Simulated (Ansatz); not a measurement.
Results of RPBE (Ansatz, a first-principles code, plane waves, PAW) for Al₂Cu (I4/mcm, No. 140).

Settings: plane-wave cutoff 520 eV, 14×14×14 k mesh, Fermi–Dirac smearing 0.05 eV, no spin polarisation, scalar-relativistic PAW data made under PBE.

The volume scan:

| V (Å³/atom) | E − E_lowest (meV/atom) | P (GPa) |
|---|---|---|
| 14.656 | 7.75 | 4.22 |
| 14.961 | 1.87 | 2.00 |
| 15.267 | 0.00 | 0.00 |
| 15.572 | 1.72 | -1.78 |
| 15.877 | 6.67 | -3.38 |

Question: Estimate the bulk modulus from the pressures at 14.961 and 15.572 Å³/atom, and compare it with a fit to all energies.

Answer: B = −V dP/dV. Between V = 14.961 and 15.572 Å³/atom, dP/dV = (-1.78 − (2.00))/(15.572 − 14.961) = -6.19 GPa per Å³/atom; at the midpoint 15.267 Å³/atom this gives B ≈ 94.4 GPa. The third-order Birch–Murnaghan fit gives V0 = 15.267 Å³/atom, B0 = 94.2 GPa, B′ = 4.5, which lies within 1 % of that estimate.

Shape and atoms are relaxed at each volume.

Note: the bulk modulus comes from volumes at which shape and atoms were relaxed.

Computed values are for the static lattice.

The result took very roughly 14 core-minutes.
